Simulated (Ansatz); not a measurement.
```xyz
2
Lattice="0.0000 3.0444 3.0444 3.0444 0.0000 3.0444 3.0444 3.0444 0.0000" Properties=species:S:1:pos:R:3 pbc="T T T"
Sn     0.0000     0.0000     0.0000
Sn     1.5222     1.5222     1.5222
```

No spin polarisation.

All numbers come from PBEsol (Ansatz, a first-principles code; PAW; 420 eV plane waves; spin-orbit coupling left out). Settings: 12×12×12 k-points, 0.05 eV Fermi–Dirac smearing.

### Question
Predict the electron mass, band gap and gap character.

### Answer
The electron mass is 0.93 mₑ along k, 0.17 mₑ across (off the special points), the band gap is 0.21 eV and the gap character comes out as indirect, Γ → a point along ⟨100⟩, about 0.9 Å⁻¹ from Γ.

Load acts through the strain it causes; cell and atoms are relaxed under it. Effective masses come from finite differences of ±0.01 Å⁻¹. Along k means along the line from Γ to the band edge. Whether these cells are dynamically stable was not tested. Tetrahedral semiconductors of this kind turn to denser phases somewhere between about 1 and 50 GPa; those were not computed, so compressed cells here can lie past the real transition. The cell was made from Sn in the diamond structure (space group Fd-3m, No. 227) by this change: pressure 15 GPa. The zero or small gap of Sn can change with the level of theory.
